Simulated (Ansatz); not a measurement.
Base system: Si (space group Pm-3n, No. 223; a = 4.866 Å; a model cell, its experimental status unchecked). Axes: x, y, z lie along the cube axes.

The values are results of Ansatz (a program for electronic structure) PBEsol, no SOC, not measurements.

Base values:

```
Quantity                        Result
-----------------------------  -------
Shortest interatomic distance  2.433 Å
Band gap                          zero
```

The change: uniaxial stress, 3 GPa tension along z; all other stress components relax to zero.

Task: How does this affect the energy relative to the base?

Result: The energy goes up by 3.0 meV/atom.

Task: How does this affect the shortest interatomic distance?

Result: The shortest interatomic distance falls by 0.019 Å to 2.414 Å.

Task: What does the calculation give for the band gap after the change?

Result: The band gap stays zero.

Without a gap, meshes like the base's 10×10×10 leave anisotropic stresses uncertain by several tenths of a GPa, and small strain energies with them. Load acts through the strain it causes; cell and atoms are relaxed under it. Stability under load was not tested beyond the relaxation. This is not the structure that Si has at room temperature and ambient pressure.
